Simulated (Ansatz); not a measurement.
**VPbO3 (space group P4mm, No. 99; ferromagnetic)**

Space group P4mm (No. 99); a = 3.752 Å, b = 3.752 Å, c = 4.733 Å, α = 90.00°, β = 90.00°, γ = 90.00°

| atom | site | symmetry | x | y | z |
|---|---|---|---|---|---|
| V | 1a | 4mm | 0.0000 | 0.0000 | 0.5674 |
| Pb | 1b | 4mm | 0.5000 | 0.5000 | 0.0073 |
| O | 1a | 4mm | 0.0000 | 0.0000 | 0.2168 |
| O | 2c | 2mm. | 0.0000 | 0.5000 | 0.6900 |

Calculations: Ansatz (a quantum-chemistry and plane-wave program) PBEsol, no spin-orbit coupling, earlier PAW set. k-mesh 12×12×10 (Γ-centred); smearing 0.05 eV (Fermi–Dirac).

```yaml
volume_per_atom: 13.32 Å³
density: 7.63 g/cm³
band_gap: zero
magnetic_state: ferromagnetic
total_energy: -3265.375 eV/atom (σ→0; compares only within this code and set-up)
```

Other magnetic orders, which the real material may have, were not ruled out. No phonon test of stability was made. No Hubbard U is applied, and correlation can decide whether such a compound is a metal.
